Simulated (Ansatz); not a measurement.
Consider interstitial Li in zinc-blende GaAs, charge state +1. Calculation: PBE, PAW (plane waves to 420 eV; Ansatz, an electronic-structure program).

Settings: 64 host sites, the relaxed PBE lattice, one k-point at (0.250, 0.250, 0.250), smearing 0.05 eV, spin-restricted, no image-charge correction. No zero-point or tunnelling terms. PBE gaps are too small, and in this host the defect's levels may merge with the bands. The charge state is imposed; whether it is stable for some Fermi level was not computed. Sites that were not tried may lie lower.

Barriers: single points on a 2×2×2 k-point mesh shifted by half a step at the bands' geometries.

The step: Li moves alone to another site; the atom moves 2.50 Å along (0.25, 0.25, -0.25) of the unit cell; the moving atom starts with neighbours 3 As at 2.52, As at 2.57; 3 Ga at 2.91, 3 Ga at 2.94 Å and ends with 6 As at 2.87; 3 Ga at 2.61, Ga at 2.63 Å.

Task: What is the computed migration barrier of this step (PBE, PAW)?

Result: 0.45 eV forward and 0.33 eV backward. At the saddle the moving atom has neighbours 2 As at 2.43, As at 2.46; 3 Ga at 2.54 Å. The saddle point's order was not checked, and it lies on a symmetry element of the cell, where a band can be held.
